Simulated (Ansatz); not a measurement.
Consider Si in the diamond structure (space group Fd-3m, No. 227; a = 5.444 Å).

Structures relaxed with plane-wave PAW DFT at the r2SCAN level (Ansatz, a quantum-chemistry and plane-wave program, 500 eV), without spin-orbit coupling, earlier PAW set.

Base:

Simulated powder pattern, Cu Kα1, λ = 1.54056 Å (kinematic, ideal powder, no thermal factors, no anomalous dispersion; the 14 strongest lines at most, above 2 %, up to 2θ = 90°):

| 2θ (°) | I/Imax (%) | hkl |
|---|---|---|
| 28.37 | 100 | (111) |
| 47.18 | 67 | (220) |
| 55.97 | 40 | (311) |
| 68.94 | 11 | (400) |
| 76.16 | 16 | (331) |
| 87.76 | 23 | (422) |

Perturbation: cell and atoms relaxed at a pressure of 4.2 GPa.

How do the reflections move or split?


Simulated powder pattern, Cu Kα1, λ = 1.54056 Å (kinematic, ideal powder, no thermal factors, no anomalous dispersion; the 14 strongest lines at most, above 2 %, up to 2θ = 90°):

```
2θ (°)  I/Imax (%)    hkl
------  ----------  -----
28.76          100  (111)
47.85           67  (220)
56.79           40  (311)
70.00           11  (400)
77.37           16  (331)
89.25           23  (422)
```

The indices refer to the base's conventional cell; one index is shown for lines that coincide.

Load acts through the strain it causes; cell and atoms are relaxed under it. Stability against distortions was not tested. Tetrahedral semiconductors of this kind turn to denser phases somewhere between about 1 and 50 GPa; those were not computed, so compressed cells here can lie past the real transition.
